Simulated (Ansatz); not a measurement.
Input:

```
CELL_PARAMETERS angstrom
      4.98811     0.00000     0.00000
     -2.49406     4.31983     0.00000
      0.00000     0.00000     3.51239
ATOMIC_POSITIONS crystal
  La 0.00000 0.00000 0.00000
  Hg 0.66667 0.33333 0.50000
  Hg 0.33333 0.66667 0.50000
```

The numbers are results of PBEsol, DFPT electron-phonon coupling, linearised Boltzmann equation (plane waves, PAW, scalar-relativistic; Ansatz, a program for electronic structure), not measurements. Cell: relaxed with this functional, without spin-orbit coupling.

Problem. Predict the intrinsic resistivity at 300 K.

Solution. 52 (x), 52 (y), 34 (z) μΩ·cm.

Problem. And the electrons' mean free path at that temperature?

Solution. 3.6 (x), 3.6 (y), 2.6 (z) nm, weighted by the current that each state carries. Wires not much wider than this gain resistivity from their walls.

A metal at this level (no band gap). Only scattering by harmonic phonons is included (no impurities, grain boundaries, electron-electron scattering or thermal expansion). Spin-orbit coupling is left out, which matters with elements this heavy. The squared frequency of the phonon mode least converged on the k mesh is uncertain by about 30 %. Halving the electron mesh (20x20x24) moves the resistivity by up to 13 % at 300 K, the mean free path by up to 6 %. Smearing 0.20 eV; phonons on a 3x3x4 q mesh, which this run doesn't test.

Formula and space group known from diffraction (Crystallography Open Database), not checked to be the room-temperature form: LaHg2 (P6/mmm).
